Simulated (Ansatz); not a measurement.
The parent structure is BN in the zinc blende structure (space group F-43m, No. 216).

BN is modelled in the cubic space group F-43m (No. 216), the zinc blende structure, Pearson symbol cF8. Cell: a = b = c = 3.605 Å, α = β = γ = 90.00°. N on 4c is surrounded by 4 B at 1.561 Å (tetrahedral). B on 4a sees 4 N at 1.561 Å (tetrahedral). (Neighbours: up to the widest gap in distance over summed covalent radii, below 1.35, at either atom.)
(The calculation used a cell of 2 atoms; values per cell refer to that cell.)

Method: PBEsol (Ansatz, a quantum-chemistry and plane-wave program; PAW; 420 eV plane waves; no spin-orbit coupling), earlier PAW set.

Before the change:

The lattice parameter a is 3.605 Å. The band gap is 4.29 eV and the gap character comes out as indirect, Γ → X.

Modification: full substitution N → P; the structure is relaxed again.

Tabulated Pauling electronegativity and covalent radius: N 3.04, 0.71 Å; P 2.19, 1.07 Å.

Task: Estimate the effect on the lattice parameter a, band gap and gap character.

Result: The lattice parameter a grows by 0.915 Å, from 3.605 Å to 4.520 Å; the band gap decreases by 3.18 eV to 1.11 eV; the gap character goes from indirect, Γ → X to indirect, Γ → Γ–X (83 % along).

No phonon test of stability was made.
